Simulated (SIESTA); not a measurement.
**A self-consistent single point of SrH₁₆O₁₀ (P-1, 27 atoms in the cell) with SIESTA**

Computed with SIESTA with LDA PW92, numerical atomic orbitals DZP, PseudoDojo LDA standard norm-conserving potentials (rewritten from UPF to PSML).

Input:

```
# files in the folder: Sr.psml H.psml O.psml (PseudoDojo LDA standard)
SystemName  Sr(H8O5)2
SystemLabel siesta

NumberOfAtoms                27
NumberOfSpecies              3
%block ChemicalSpeciesLabel
  1 38 Sr
  2 1 H
  3 8 O
%endblock ChemicalSpeciesLabel
LatticeConstant              1.0 Bohr
%block LatticeVectors
    11.222516536    0.000000000    0.000000000
     0.307312932   12.375459232    0.000000000
     0.409240979    0.658724512   12.624859617
%endblock LatticeVectors
AtomicCoordinatesFormat      Fractional
%block AtomicCoordinatesAndAtomicSpecies
     0.000000000    0.000000000    0.000000000  1
     0.251760000    0.671130000    0.675610000  2
     0.748240000    0.328870000    0.324390000  2
     0.408680000    0.790030000    0.800230000  2
     0.591320000    0.209970000    0.199770000  2
     0.309050000    0.325590000    0.345190000  2
     0.690950000    0.674410000    0.654810000  2
     0.278650000    0.082660000    0.313610000  2
     0.721350000    0.917340000    0.686390000  2
     0.270830000    0.690210000    0.353860000  2
     0.729170000    0.309790000    0.646140000  2
     0.427140000    0.810280000    0.207640000  2
     0.572860000    0.189720000    0.792360000  2
     0.304430000    0.351450000    0.685930000  2
     0.695570000    0.648550000    0.314070000  2
     0.283960000    0.349790000    0.927010000  2
     0.716040000    0.650210000    0.072990000  2
     0.369330000    0.488420000    0.500650000  3
     0.630670000    0.511580000    0.499350000  3
     0.245270000    0.766000000    0.787270000  3
     0.754730000    0.234000000    0.212730000  3
     0.284840000    0.218120000    0.241650000  3
     0.715160000    0.781880000    0.758350000  3
     0.266940000    0.813400000    0.256760000  3
     0.733060000    0.186600000    0.743240000  3
     0.276630000    0.259360000    0.816550000  3
     0.723370000    0.740640000    0.183450000  3
%endblock AtomicCoordinatesAndAtomicSpecies

XC.functional                LDA
XC.authors                   PW92
PAO.BasisSize                DZP
PAO.EnergyShift              0.01 Ry
MeshCutoff                   400 Ry
%block kgrid.MonkhorstPack
    6   0   0  0.0
    0   5   0  0.0
    0   0   5  0.0
%endblock kgrid.MonkhorstPack
OccupationFunction           FD
ElectronicTemperature        0.01 eV

MaxSCFIterations             150
SCF.Mixer.Method             Broyden
SCF.Mixer.Weight             0.2
SCF.Mixer.History            6
SCF.DM.Tolerance             1.0E-05
Diag.ParallelOverK           true
WriteForces                  true
Charge.Mulliken              end
```

The program printed (abridged):

```
reinit: Reading from file input.fdf

reinit: System Name: Sr(H8O5)2
reinit: System Label: siesta

coor:   Atomic-coordinates input format  =     Fractional

siesta: Atomic coordinates (Bohr) and species
siesta:      0.00000   0.00000   0.00000  1        1
siesta:      3.30811   8.75058   8.52948  2        2
siesta:      8.63096   4.28360   4.09538  2        3
siesta:      5.15669  10.30412  10.10279  2        4
siesta:      6.78238   2.73007   2.52207  2        5
siesta:      3.70964   4.25671   4.35798  2        6
   [... 16 lines left out ...]
siesta:      8.57652  10.17567   9.57406  3       23
siesta:      3.35078  10.23533   3.24156  3       24
siesta:      8.58829   2.79885   9.38330  3       25
siesta:      3.51836   3.74758  10.30883  3       26
siesta:      8.42072   9.28660   2.31603  3       27

siesta: System type = bulk

initatomlists: Number of atoms, orbitals, and projectors:     27   219   228

siesta: ******************** Simulation parameters ****************************
redata: Spin configuration                          = none
redata: Time-Reversal Symmetry                      = T
redata: Number of Atomic Species                    =        3
redata: Mesh Cutoff                                 =   400.0000 Ry
redata: Net charge of the system                    =     0.0000 |e|
redata: Min. number of SCF Iter                     =        0
redata: Max. number of SCF Iter                     =      150
redata: SCF convergence failure will abort job
redata: SCF mix quantity                            = Hamiltonian
redata: Mix DM or H after convergence               =   F
redata: Recompute H after scf cycle                 =   F
redata: Mix DM in first SCF step                    =   T
redata: No kicks to SCF
redata: DM Mixing Weight for Kicks                  =     0.5000
redata: Require Harris convergence for SCF          =   F
   [... lines left out ...]
diag: Parallel distribution                         =     1 x     1
diag: Used triangular part                          = Lower
diag: Absolute tolerance                            =  0.100E-15
diag: Orthogonalization factor                      =  0.100E-05
diag: Memory factor                                 =  1.0000

superc: Internal auxiliary supercell:     5 x     5 x     5  =     125
superc: Number of atoms, orbitals, and projectors:   3375  27375  28500

                        Single-point calculation

superc: Internal auxiliary supercell:     5 x     5 x     5  =     125
superc: Number of atoms, orbitals, and projectors:   3375  27375  28500

outcell: Unit cell vectors (Ang):
        5.938700    0.000000    0.000000
        0.162623    6.548811    0.000000
        0.216561    0.348582    6.680788

outcell: Cell vector modules (Ang)   :    5.938700    6.550830    6.693380
outcell: Cell angles (23,13,12) (deg):     86.9696     88.1459     88.5775
outcell: Cell volume (Ang**3)        :    259.8254
new_DM -- step:     1
Initializing Density Matrix...

Attempting to read DM from file... Failed...
DM filled with atomic data:

InitMesh: MESH = 72 x 80 x 90 = 518400
InitMesh: Mesh cutoff (required, used) =   400.000   406.885 Ry

stepf: Fermi-Dirac step function
        iscf     Eharris(eV)        E_KS(eV)     FreeEng(eV)     dDmax    Ef(eV) dHmax(eV)
   scf:    1    -5677.632634    -5669.360181    -5669.360181  1.867268 -5.733722  6.768649
   scf:    2    -5677.385326    -5673.898486    -5673.898486  0.072711 -6.122604  3.335311
   scf:    3    -5675.749562    -5675.258425    -5675.258425  0.069549 -4.581149  1.075074
   scf:    4    -5675.334230    -5675.305142    -5675.305142  0.016416 -4.864106  0.380677
   scf:    5    -5675.312382    -5675.310856    -5675.310856  0.011787 -5.075107  0.137163
   scf:    6    -5675.316129    -5675.315811    -5675.315811  0.004228 -5.094186  0.064022
   scf:    7    -5675.316376    -5675.316226    -5675.316226  0.001148 -5.093942  0.020597
   scf:    8    -5675.316257    -5675.316249    -5675.316249  0.000545 -5.087282  0.008014
   scf:    9    -5675.316256    -5675.316253    -5675.316253  0.000161 -5.085549  0.004269
   scf:   10    -5675.316254    -5675.316254    -5675.316254  0.000085 -5.084286  0.001941
   scf:   11    -5675.316254    -5675.316254    -5675.316254  0.000038 -5.083764  0.000986
   scf:   12    -5675.316254    -5675.316254    -5675.316254  0.000018 -5.083532  0.000558
   scf:   13    -5675.316254    -5675.316254    -5675.316254  0.000010 -5.083411  0.000328
SCF Convergence by DM+H criterion
max |DM_out - DM_in|         :     0.0000098380
max |H_out - H_in|      (eV) :     0.0003283782
SCF cycle converged after 13 iterations

Using DM_out to compute the final energy and forces

siesta: E_KS(eV) =            -5675.3163

siesta: E_KS - E_eggbox =     -5675.3163

siesta: Atomic forces (eV/Ang):
     1    0.000000    0.000000   -0.000000
     2    0.033860   -0.352376   -0.420663
     3   -0.033860    0.352376    0.420663
   [... 24 lines left out ...]
   Tot    0.000000   -0.000000    0.000000
   Max    1.280237
   Res    0.398653    sqrt( Sum f_i^2 / 3N )
   Max    1.280237    constrained

Stress tensor Voigt[x,y,z,yz,xz,xy] (kbar):       52.95       30.14       24.01       -4.90       -0.30       -3.62
(Free)E + p*V (eV/cell)    -5681.1056
Target enthalpy (eV/cell)    -5675.3163

siesta: Program's energy decomposition (eV):
siesta: Ebs     =     -1324.570028
siesta: Eions   =      8696.973797
siesta: Ena     =      1658.049106
siesta: Ekin    =      3505.072314
siesta: Enl     =      -633.153640
siesta: Eso     =         0.000000
siesta: Edftu   =         0.000000
siesta: DEna    =       -18.805299
siesta: DUscf   =         5.288379
siesta: DUext   =         0.000000
siesta: Ex      =     -1337.344297
siesta: Ec      =      -157.449020
siesta: Exc     =     -1494.793317
siesta: Eharris =     -5675.316254
siesta: Etot    =     -5675.316254
siesta: FreeEng =     -5675.316254

siesta: Atomic forces (eV/Ang):
siesta:      1    0.000000    0.000000   -0.000000
siesta:      2    0.033860   -0.352376   -0.420663
siesta:      3   -0.033860    0.352376    0.420663
siesta:      4    0.559883    0.073824    0.014534
siesta:      5   -0.559883   -0.073824   -0.014534
siesta:      6    0.160511    0.423364    0.366588
   [... 17 lines left out ...]
siesta:     24   -0.262339    0.597976   -0.158302
siesta:     25    0.262339   -0.597976    0.158302
siesta:     26    0.167578   -0.675880   -0.229434
siesta:     27   -0.167578    0.675880    0.229434
siesta: ----------------------------------------
siesta:    Tot    0.000000   -0.000000    0.000000

   [... lines left out ...]
siesta: Cell volume =        259.825358 Ang**3
siesta:         -35.69944688        -43.97847707  kBar
   [... lines left out ...]
   4  1.070   0.410   0.409   0.062   0.062   0.127
   5  1.070   0.410   0.409   0.062   0.062   0.127
   6  1.089   0.380   0.411   0.103   0.110   0.084
   7  1.089   0.380   0.411   0.103   0.110   0.084
   8  1.138   0.531   0.333   0.115   0.083   0.076
   9  1.138   0.531   0.333   0.115   0.083   0.076
  10  1.076   0.394   0.411   0.116   0.104   0.051
  11  1.076   0.394   0.411   0.116   0.104   0.051
  12  1.065   0.436   0.389   0.057   0.056   0.127
  13  1.065   0.436   0.389   0.057   0.056   0.127
  14  1.059   0.356   0.412   0.096   0.119   0.076
  15  1.059   0.356   0.412   0.096   0.119   0.076
  16  1.097   0.537   0.335   0.077   0.076   0.072
  17  1.097   0.537   0.335   0.077   0.076   0.072

Species: O
Atom  Qatom  Qorb
               2s      2s      2py     2pz     2px     2py     2pz     2px
               3Pdxy   3Pdyz   3Pdz2   3Pdxz   3Pdx2-y2
  18  6.143   1.686   0.087   1.596   1.569   0.879   0.077   0.098   0.114
              0.010   0.004   0.004   0.010   0.010
  19  6.143   1.686   0.087   1.596   1.569   0.879   0.077   0.098   0.114
   [... 17 lines left out ...]

mulliken: Qtot =       86.000

Mulliken Atomic Populations:
Atom #   charge [q] valence [e]  Species
     1     1.187758    8.812242  Sr
     2    -0.063559    1.063559  H
     3    -0.063559    1.063559  H
     4    -0.069648    1.069648  H
   [... 23 lines left out ...]
 Total    -0.000000
```

The run converged in 13 iterations.

The starting cell comes from a database of computed structures (which also holds hypothetical and non-ambient phases and stackings), without a prior relaxation at this level. Values carry the incompleteness of an atom-centred basis. With a pressure of about -4 GPa the cell is away from its equilibrium volume at this level. Forces in this geometry exceed 1 eV/Å.

Cost on one core of a shared machine: roughly 90 s.
